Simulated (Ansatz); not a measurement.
System: Be3N2 (Ia-3, No. 206). Method: BLYP in Ansatz (plane waves, PAW).

Numerical settings: plane-wave cutoff 520 eV, 6×6×6 k mesh, Fermi–Dirac smearing 0.01 eV, scalar-relativistic PAW data made under PBE.

Cell (relaxed at this level):

```
CELL_PARAMETERS angstrom
     -4.09546     4.09546     4.09546
      4.09546    -4.09546     4.09546
      4.09546     4.09546    -4.09546
ATOMIC_POSITIONS crystal
  Be 0.52581 0.76633 0.53170
  Be 0.73463 0.99410 0.96830
  Be 0.97419 0.50590 0.24053
  Be 0.76537 0.73367 0.25947
  Be 0.53170 0.52581 0.76633
  Be 0.25947 0.76537 0.73367
  Be 0.96830 0.73463 0.99410
  Be 0.24053 0.97419 0.50590
  Be 0.76633 0.53170 0.52581
  Be 0.73367 0.25947 0.76537
  Be 0.99410 0.96830 0.73463
  Be 0.50590 0.24053 0.97419
  Be 0.47419 0.23367 0.46830
  Be 0.26537 0.00590 0.03170
  Be 0.02581 0.49410 0.75947
  Be 0.23463 0.26633 0.74053
  Be 0.46830 0.47419 0.23367
  Be 0.74053 0.23463 0.26633
  Be 0.03170 0.26537 0.00590
  Be 0.75947 0.02581 0.49410
  Be 0.23367 0.46830 0.47419
  Be 0.26633 0.74053 0.23463
  Be 0.00590 0.03170 0.26537
  Be 0.49410 0.75947 0.02581
  N  0.25000 0.22920 0.97920
  N  0.75000 0.27080 0.52080
  N  0.97920 0.25000 0.22920
  N  0.52080 0.75000 0.27080
  N  0.22920 0.97920 0.25000
  N  0.27080 0.52080 0.75000
  N  0.75000 0.77080 0.02080
  N  0.25000 0.72920 0.47920
  N  0.02080 0.75000 0.77080
  N  0.47920 0.25000 0.72920
  N  0.77080 0.02080 0.75000
  N  0.72920 0.47920 0.25000
  N  0.50000 0.50000 0.50000
  N  0.50000 0.00000 0.00000
  N  0.00000 0.50000 0.00000
  N  0.00000 0.00000 0.50000
```

Task: Predict the bulk modulus, band gap and pressure derivative B′ of the bulk modulus.

Result: 
bulk modulus: 209 GPa
band gap: 3.71 eV (direct)
pressure derivative B′ of the bulk modulus: 3.7

Computed values are for the static lattice.

Computing time: roughly 9 core-minutes.

Ansatz is a first-principles code.
